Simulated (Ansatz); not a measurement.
Time series of an NVE run of composition GaGe15, cell Ga4Ge60, held well above this temperature first, at a temperature that wasn't checked against the liquidus, so perhaps supercooled [in the run: it was liquid; density 5.19 g/cm³]. Calculation: PBE (plane waves, PAW; Ansatz, a program for electronic structure). Free energies are counted from the first row's. On the run's last frame a denser k-mesh moved the forces by 0.100 eV/Å rms, the static pressure by 0.11 GPa and the free energy by 6 meV/atom, which is about how far such values are converged.

| t (fs) | F − F0 (eV) | E_kin (eV) | P (GPa) |
|---|---|---|---|
| 0.0 | 0.000 | 8.230 | 0.08 |
| 99.0 | -1.286 | 9.514 | -0.88 |
| 198.0 | -0.218 | 8.450 | -0.35 |
| 297.0 | -0.917 | 9.146 | -0.20 |
| 396.0 | 0.688 | 7.544 | 0.34 |
| 495.0 | 0.066 | 8.164 | 0.17 |
| 594.0 | -0.662 | 8.893 | 0.00 |
| 693.0 | -0.161 | 8.390 | -0.12 |
| 792.0 | -0.296 | 8.527 | -0.83 |
| 891.0 | 0.111 | 8.121 | 0.16 |
| 990.0 | -0.826 | 9.055 | -0.57 |
| 1089.0 | -0.860 | 9.091 | -0.31 |
| 1188.0 | -0.114 | 8.344 | 0.21 |
| 1287.0 | 1.119 | 7.114 | 0.47 |
| 1386.0 | -0.521 | 8.750 | -0.18 |
| 1485.0 | 0.631 | 7.600 | 0.04 |
| 1584.0 | -0.525 | 8.756 | 0.00 |
| 1683.0 | -1.090 | 9.322 | -0.47 |
| 1782.0 | -0.048 | 8.279 | -0.35 |
| 1881.0 | -0.961 | 9.190 | -0.89 |
| 1980.0 | 0.226 | 8.005 | -0.42 |
| 2079.0 | -0.956 | 9.188 | -1.00 |
| 2178.0 | -0.209 | 8.437 | 0.00 |
| 2277.0 | -0.478 | 8.709 | -0.32 |
| 2376.0 | -0.725 | 8.955 | -0.09 |
| 2475.0 | -1.333 | 9.561 | -0.21 |
| 2574.0 | -1.338 | 9.569 | -0.86 |
| 2673.0 | 0.197 | 8.034 | -0.41 |
| 2772.0 | 0.076 | 8.155 | -0.39 |
| 2871.0 | -0.371 | 8.600 | 0.03 |
| 2970.0 | -0.108 | 8.338 | 0.02 |
| 3069.0 | -1.051 | 9.281 | -0.52 |
| 3168.0 | -1.022 | 9.249 | -0.07 |
| 3267.0 | -0.890 | 9.119 | 0.11 |
| 3366.0 | -0.674 | 8.904 | 0.18 |
| 3465.0 | -1.741 | 9.969 | -1.08 |
| 3564.0 | -1.123 | 9.353 | -0.57 |
| 3663.0 | -0.612 | 8.843 | -0.25 |
| 3762.0 | -1.429 | 9.658 | -0.38 |
| 3861.0 | -0.841 | 9.072 | -0.28 |
| 3960.0 | -0.791 | 9.021 | -0.18 |
| 4059.0 | -0.586 | 8.817 | -0.36 |
| 4158.0 | -0.500 | 8.730 | 0.08 |
| 4257.0 | -0.830 | 9.060 | 0.92 |
| 4356.0 | -1.230 | 9.460 | 0.15 |
| 4455.0 | -1.765 | 9.992 | 0.04 |
| 4554.0 | -0.251 | 8.482 | 0.23 |
| 4653.0 | -1.759 | 9.987 | -0.65 |
| 4752.0 | 0.270 | 7.962 | -0.11 |
| 4851.0 | -0.761 | 8.990 | -1.08 |
| 4950.0 | 0.023 | 8.207 | -0.49 |
| 5049.0 | -0.241 | 8.473 | -0.64 |
| 5148.0 | -0.078 | 8.308 | -0.29 |
| 5247.0 | 0.321 | 7.909 | 0.20 |
| 5346.0 | -0.179 | 8.410 | -0.41 |
| 5445.0 | -0.276 | 8.507 | -0.93 |
| 5544.0 | -0.318 | 8.547 | -0.23 |
| 5643.0 | -0.814 | 9.044 | -0.60 |
| 5742.0 | -0.960 | 9.189 | -0.39 |
| 5841.0 | -0.537 | 8.768 | -0.24 |
| 5940.0 | -0.812 | 9.041 | -0.58 |
| 6039.0 | -0.784 | 9.016 | -1.17 |
| 6138.0 | -0.817 | 9.047 | -0.58 |
| 6237.0 | -0.044 | 8.275 | 0.62 |
| 6336.0 | -0.703 | 8.933 | -0.45 |
| 6435.0 | 0.280 | 7.949 | -0.19 |
| 6534.0 | -0.675 | 8.904 | -1.09 |
| 6633.0 | -0.048 | 8.277 | -1.16 |
| 6732.0 | 0.025 | 8.206 | -0.12 |

Question: Estimate the mean temperature and pressure of the run and judge its energy conservation.

Answer: With 3N − 3 = 189 degrees of freedom, T = 2⟨E_kin⟩/((3N − 3)k_B) = 1071 ± 4 K over all steps; mean pressure -0.29 ± 0.07 GPa; F + E_kin drifts by 0.00 meV/atom per ps, negligible against the kinetic energy of 138 meV/atom.
